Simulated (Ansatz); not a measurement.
Take CsSnI3 in the cubic perovskite structure (space group Pm-3m, No. 221; a = 6.031 Å) as the base.

The values are results of LDA (Ansatz, a program for electronic structure; PAW; 420 eV plane waves; without spin-orbit coupling), not measurements.

Strains are applied to the cell and any free atomic positions relax.

One change was made to it. Results:

The pressure goes from zero to 0.4 GPa; the energy increases by 1.0 meV/atom.

### Question
Which change produced these results?
A) isotropic strain −1.20 %
B) isotropic strain −2.40 %
C) isotropic strain −0.60 %
D) isotropic strain −3.00 %

### Answer
C, isotropic strain −0.60 %. For comparison, the energy relative to the base in the other runs: isotropic strain −3.00 % gives +26 meV/atom; isotropic strain −1.20 % gives +4.0 meV/atom; isotropic strain −2.40 % gives +17 meV/atom.

Whether these cells are dynamically stable was not tested. The final runs are not spin-polarised. Many cubic perovskites are stable only at high temperature; tilts and polar distortions were not tested.
